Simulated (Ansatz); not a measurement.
Consider a periodic stack without vacuum, fcc Cu (0 0 1) on polar orthorhombic HfO2 (0 0 1) (film strained to the substrate, started from cuts of the bulks and a machine-learned relaxation; slabs Hf12O24 and Cu24, which can lie off the formulas): substrate slab Hf12O24, film Cu24, surface cells [[0, -1], [1, 0]] and [[2, 0], [2, 2]], film strained by -1.3 and +3.1 %, outermost planes Hf/O and Cu/Cu as cut, which need not be the usual terminations and can put a slab off its formula. Its start:

```
CELL_PARAMETERS angstrom
      5.06908     0.00000     0.00459
      0.00000     5.29387     0.01526
     -2.08447     1.40801    26.74639
ATOMIC_POSITIONS crystal
  Hf 0.23936 0.55510 0.04846
  Hf 0.27047 0.94589 0.14378
  Hf 0.80350 0.44691 0.14375
  Hf 0.74839 0.05705 0.04953
  O  0.01205 0.72552 0.18716
  O  0.96427 0.73942 0.09031
  O  0.06157 0.23837 0.08986
  O  0.09865 0.22582 0.18697
  O  0.57326 0.37133 0.07367
  O  0.62556 0.09993 0.16304
  O  0.46615 0.60071 0.16359
  O  0.43575 0.86902 0.07341
  Hf 0.30890 0.48513 0.23813
  Hf 0.34667 0.89099 0.33170
  Hf 0.88271 0.39046 0.33214
  Hf 0.84441 0.98511 0.23817
  O  0.09059 0.66815 0.37756
  O  0.05077 0.68064 0.28229
  O  0.13843 0.18082 0.28224
  O  0.17876 0.16713 0.37740
  O  0.66703 0.32384 0.25487
  O  0.70765 0.04002 0.34743
  O  0.53570 0.54182 0.34747
  O  0.49986 0.82415 0.25485
  Hf 0.37942 0.43134 0.42587
  Hf 0.43371 0.84541 0.51937
  Hf 0.95258 0.35284 0.52053
  Hf 0.92632 0.93387 0.42603
  O  0.22001 0.76847 0.57792
  O  0.13579 0.63839 0.47361
  O  0.20794 0.13935 0.47377
  O  0.19545 0.26755 0.58063
  O  0.73812 0.27133 0.43908
  O  0.69566 0.09427 0.53729
  O  0.70291 0.59040 0.54398
  O  0.58439 0.76590 0.44244
  Cu 0.74652 0.46395 0.69535
  Cu 0.24385 0.46098 0.69871
  Cu 0.74503 0.95934 0.69568
  Cu 0.24339 0.95535 0.69921
  Cu 0.47567 0.72729 0.63393
  Cu 0.94918 0.72379 0.62448
  Cu 0.48808 0.23091 0.62858
  Cu 0.96554 0.21824 0.63393
  Cu 0.79665 0.42096 0.83047
  Cu 0.29798 0.42057 0.83050
  Cu 0.79680 0.92344 0.83031
  Cu 0.29786 0.92350 0.82994
  Cu 0.52256 0.69057 0.76388
  Cu 0.01909 0.69067 0.76459
  Cu 0.52192 0.19251 0.76347
  Cu 0.01873 0.19240 0.76363
  Cu 0.85573 0.37653 0.96553
  Cu 0.35254 0.37970 0.96105
  Cu 0.85534 0.87242 0.96332
  Cu 0.35238 0.88029 0.96434
  Cu 0.57561 0.65244 0.89669
  Cu 0.07490 0.65164 0.89642
  Cu 0.57706 0.14854 0.89736
  Cu 0.07412 0.14991 0.89672
```

The start was prepared with a machine-learned potential, and the result is one local minimum, with the in-plane cell held and forces under 0.04 eV/Å; the film can end far from its bulk form.

The numbers are results of PBE (plane waves to 420 eV, PAW; Ansatz, a program for electronic structure), not measurements. Scalar-relativistic, without spin–orbit coupling; the runs are not spin-polarised; PBE gaps are too small against experiment. Its k-point mesh 5×5×1, Fermi–Dirac width 0.05 eV.

Question: Predict the relaxed interface.

Answer: 
- interface area: 26.8 Å²
- period: 26.57 Å
- heights between the nearest atoms of the two slabs at the two interfaces: 1.15 and 2.26 Å
- Cu–Hf contacts across the interfaces within 1.22 times the sum of covalent radii: 16, mean 3.13 Å
- Cu–O contacts across the interfaces within 1.22 times the sum of covalent radii: 6, mean 2.02 Å
